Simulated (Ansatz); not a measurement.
An Ansatz (a quantum-chemistry and plane-wave program) input (PBE (Ansatz), spin-orbit coupling left out):

Ansatz 0.2 input:
```yaml
crystal:
  lattice:
    - [0, 2.3544025397, 2.3544025397]
    - [2.3544025397, 0, 2.3544025397]
    - [2.3544025397, 2.3544025397, 0]
  atoms:
    - { symbol: Zr, position: [0, 0, 0] }
    - { symbol: C, position: [0.5, 0.5, 0.5] }
basis: { ecutwfc: 420, ecutrho_ratio: 4, xc_grid: 2, fft_grid_basis: typed }
kpoints: { mp_grid: { grid: [17, 17, 17] } }
hamiltonian:
  xc: pbe
  dispersion: none
  pseudopotentials: { kind: paw }
scf: { occupations: { method: fermi_dirac, width: 0.05 }, convergence: { dr2_threshold: 0.0000000002 } }
output: { forces: true, stress: true }
checkpoint: { write: state.ck, write_every: 1000 }
```

Q: Which symmetry and how many k-points will the program report, and about how many plane waves at Γ?

A: Space group Fm-3m (ITA 225) with 48 operations, k-points 165 of 4913, and 531 plane waves at Γ.

Whether these cells are dynamically stable was not tested. The final runs are not spin-polarised. The cell is ZrC in the rock salt structure (space group Fm-3m, No. 225).
